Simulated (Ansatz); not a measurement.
The reference is SrTiO3 in the cubic perovskite structure (space group Pm-3m, No. 221; a = 3.8911 Å). Axes: x, y, z lie along the cube axes.

Structures relaxed with PBEsol/PAW in Ansatz (a program for electronic structure), no spin-orbit coupling.

Base:

Simulated powder pattern, Cu Kα1, λ = 1.54056 Å (kinematic, ideal powder, no thermal factors, no anomalous dispersion; the 10 strongest lines at most, above 2 %, up to 2θ = 90°):

```tsv
2θ (°)	I/Imax (%)	hkl
22.84	3.9	(100)
32.52	100	(110)
40.10	21	(111)
46.65	41	(200)
52.55	2.9	(210)
58.01	37	(211)
68.10	23	(220)
77.51	16	(310)
82.08	6.3	(311)
86.59	7.7	(222)
```

After one change:

Simulated powder pattern, Cu Kα1, λ = 1.54056 Å (kinematic, ideal powder, no thermal factors, no anomalous dispersion; the 10 strongest lines at most, above 2 %, up to 2θ = 90°):

```csv
2θ (°),I/Imax (%)
21.56,3.7
30.68,100
37.81,22
43.94,43
54.55,39
63.89,24
72.54,16
76.70,6.5
80.79,7.8
88.85,20
```

### Question
Which of these changes matches the shifts?
A. isotropic strain −0.99 %
B. uniaxial stress, 3 GPa tension along x
C. isotropic strain +5.82 %
D. uniaxial strain ε_yy = −2.06 %

### Answer
C, isotropic strain +5.82 %. Its volume per atom is 13.96 Å³ against 11.78 Å³, and its space group is Pm-3m (No. 221).

Stability under load was not tested beyond the relaxation. The final runs are not spin-polarised. Many cubic perovskites are stable only at high temperature; tilts and polar distortions were not tested.
